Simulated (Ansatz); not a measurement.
Base system: C in the diamond structure (space group Fd-3m, No. 227).

```
C
1.0
    0.00000     1.76587     1.76587
    1.76587     0.00000     1.76587
    1.76587     1.76587     0.00000
C
2
Direct
  0.00000   0.00000   0.00000
  0.25000   0.25000   0.25000
```

Cartesian axes are those of the cell as printed.

The values are results of Kohn–Sham DFT with the LDA functional, run in Ansatz (an electronic-structure program) with PAW and 420 eV plane waves, no SOC, not measurements.

Before the change:

The valley order comes out as a point along ⟨100⟩, about 1.3 Å⁻¹ from Γ 4.17 eV and the shortest interatomic distance is 1.529 Å.

It is then changed as follows: the cell is stretched by 2.50 % along z with no lateral relaxation, atoms relaxed at fixed cell.

**Question.** Estimate the effect on the valley order, energy relative to the base and shortest interatomic distance.

**Answer.** The valley order (the lowest conduction-band minima on the path, energy above the VBM, named in the base's zone) becomes a point along [100], about 1.3 Å⁻¹ from Γ 3.80 eV; a point along [001], about 1.3 Å⁻¹ from Γ 4.38 eV (base: a point along ⟨100⟩, about 1.3 Å⁻¹ from Γ 4.17 eV); the energy increases by 12 meV/atom; the shortest interatomic distance goes up by 0.013 Å to 1.542 Å.

The levels and masses belong to the bands next to the band gap. The cells carry an imposed strain or load. Stability against distortions was not tested.
